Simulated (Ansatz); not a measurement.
Ansatz (a first-principles code) run on MgTl (Pm-3m, 2 atoms in the cell): zone-centre phonon calculation.

Level of theory: LDA (PW92), default PAW files made with PBE (plane waves; Ansatz).

```
MgTl
1.0
    3.61961     0.00000     0.00000
    0.00000     3.61961     0.00000
    0.00000     0.00000     3.61961
Mg Tl
1 1
Direct
  0.00000   0.00000   0.00000
  0.50000   0.50000   0.50000
```

Reference input (self-consistent single point, DFT, LDA (PW92), plane waves, default PAW files made with PBE): basis.ecutwfc = 30.9 Ry; kpoints.mp_grid.grid = 9 9 9; hamiltonian.xc = lda; hamiltonian.pseudopotentials = {kind: paw} (the program's default PAW files); scf.occupations.method = gaussian; scf.occupations.width = 0.0073 Ry. This run's input differs from it in these lines:

Ansatz 0.2 input:
```diff
@@ -11,3 +11,3 @@
 kpoints:
-  mp_grid: { grid: [9, 9, 9] }
+  mp_grid: { grid: [12, 12, 12] }
 hamiltonian:
@@ -17,6 +17,5 @@
   occupations: { method: gaussian, width: 0.0073 Ry }
-output:
-  forces: true
-  eigenvalues: true
-  stress: true
+phonons:
+  method: dfpt
+  qmesh: [2, 2, 2]
```

Output, abridged:

```
SCF iter   1: F=—  HF=-13048.416495 eV  |F-HF|=—  |Δ(HF+E_count)|=         —  Δρ=6.32e-3  dr2=1.34e-2  ethr=1.77e-3  ⟨swp⟩=5.5  Hψ=6696  notcnv=0
all-band conjugate gradients solve this SCF's bands
preconditioner: auto → none
SCF iter   2: F=—  HF=-13048.408798 eV  |F-HF|=—  |Δ(HF+E_count)|=   7.70e-3  Δρ=2.81e-3  dr2=3.81e-3  ethr=5.83e-5  ⟨swp⟩=2.5  Hψ=2809  notcnv=0  defer=6
   [... lines left out ...]
SCF iter   6: F=—  HF=-13048.407102 eV  |F-HF|=—  |Δ(HF+E_count)|=   2.87e-6  Δρ=8.66e-6  dr2=6.92e-8  ethr=1.62e-9  ⟨swp⟩=2.0  Hψ=1938  notcnv=0  defer=6
SCF iter   7: F=—  HF=-13048.407102 eV  |F-HF|=—  |Δ(HF+E_count)|=   2.45e-8  Δρ=2.34e-6  dr2=5.35e-9  ethr=3.01e-10  ⟨swp⟩=2.2  Hψ=1956  notcnv=0  defer=6
SCF iter   8: F=—  HF=-13048.407102 eV  |F-HF|=—  |Δ(HF+E_count)|=   2.20e-9  Δρ=2.85e-7  dr2=7.12e-11  ethr=2.33e-11  ⟨swp⟩=2.1  Hψ=1880  notcnv=0  defer=6
SCF iter   9: F=-13048.407102 eV  HF=-13048.407102 eV  |F-HF|=5.46e-12  |Δ(HF+E_count)|=  5.09e-11  Δρ=2.55e-8  dr2=4.67e-13  ethr=1.00e-12  ⟨swp⟩=7.5  Hψ=5874  notcnv=0
SCF 1 converged in 9 iterations: F = -13048.407102 eV  dr2 = 4.67e-13
WARN: eigensolver did not converge (k=3): 1 band(s) unlocked after 20 sweeps at ethr=1.00e-12 eV (lowest unlocked band 15, counted from 0 …
WARN: eigensolver did not converge in 4 slots of this pass, the one above among them; of largest residual over every band (k=53) …
   [... lines left out ...]
Free energy (F): -13048.407102 eV
Fermi energy:    9.157744 eV
   [... lines left out ...]
  largest difference from the sums on the solved wave vectors: F 1.09e-1 eV, S 1.41e-4 and C_V 3.23e-5 eV/K
  zero-point energy: 0.034279 eV/cell   skipped modes (ω ≤ 0): 3   left out of the sums: 8.57e-5 of the cell's modes …
```

The run converged in 9 iterations. 

Summary of the result:
| Property | Value |
|---|---|
| Free energy E − TS (on the zero of these files) | -13048.4071 eV |
| Fermi level (on the code's own zero) | 9.16 eV |
| Zone-centre frequencies (cm⁻¹; negative means imaginary) | 0, 0, 0, 139, 139, 139 |

The starting cell comes from a database of computed structures (which also holds hypothetical and non-ambient phases and stackings), without a prior relaxation at this level. Its lattice was rescaled by up to half a per cent.

Cost on one core of a shared machine: roughly 3 min.
